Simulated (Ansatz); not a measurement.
By PBEsol, the system below comes out a metal.

Without scattering a metal conducts by its projected Fermi surface.

Consider the following.

```
Al
1.0
    2.91307     0.00000     0.00000
   -1.45654     2.52280     0.00000
    1.45654     0.84093     2.37851
Al
1
Cartesian
  0.00000   0.00000   0.00000
```

The cell is strained (all lengths scaled by 1.02); by PBEsol it stands under a pressure of -5.3 GPa.

The current flows along the normal of the first two printed cell vectors, the (111) plane of the conventional cell. No spin-orbit coupling; the value is a mean over 0.1 eV about the Fermi level.

Task: Give the ballistic conductance per area that PBEsol (Ansatz, an electronic-structure program) yields.

Result: 1.5 × 10¹⁵ S/m² for both spins.
